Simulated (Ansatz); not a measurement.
## Hypothetical cubic perovskite RbGeF3: response to strain

Consider RbGeF3 in the cubic perovskite structure (space group Pm-3m, No. 221; a = 4.4908 Å; a hypothetical phase, not in the database extracts checked). Axes: x, y, z lie along the cube axes.

Strains are applied to the cell and any free atomic positions relax; under biaxial strain the out-of-plane vector relaxes too; under stress the whole cell relaxes.

The values are results of Ansatz (an electronic-structure program) PBE, spin-orbit coupling left out, not measurements.

Notes on the quantities. energy relative to the base: free energy F.

| variant | energy relative to the base | band gap | space group |
|---|---|---|---|
| base | 0 meV/atom | 2.02 eV | Pm-3m (No. 221) |
| biaxial strain −2.24 %, plane normal [111], relaxed out of plane | +4.0 meV/atom | 1.84 eV | R-3m (No. 166) |
| uniaxial strain ε_xx = −2.99 % | +5.0 meV/atom | 1.80 eV | P4/mmm (No. 123) |
| uniaxial strain ε_xx = −0.53 % | +0.2 meV/atom | 1.98 eV | P4/mmm (No. 123) |
| uniaxial strain ε_zz = +3.58 % | … | 1.99 eV | P4/mmm (No. 123) |
| tensor shear ε_xy = +0.81 % | +0.3 meV/atom | 1.97 eV | Cmmm (No. 65) |
| tensor shear ε_yz = −3.58 % | +4.9 meV/atom | 1.81 eV | Cmmm (No. 65) |
| tensor shear ε_yz = +0.50 % | +0.1 meV/atom | 1.99 eV | Cmmm (No. 65) |
| uniaxial stress, 2 GPa compression along z | +2.7 meV/atom | 1.89 eV | P4/mmm (No. 123) |

Task: Complete the table.

Result: 
- uniaxial strain ε_zz = +3.58 %, energy relative to the base: +5.7 meV/atom

Stability under load was not tested beyond the relaxation. Many cubic perovskites are stable only at high temperature; tilts and polar distortions were not tested.
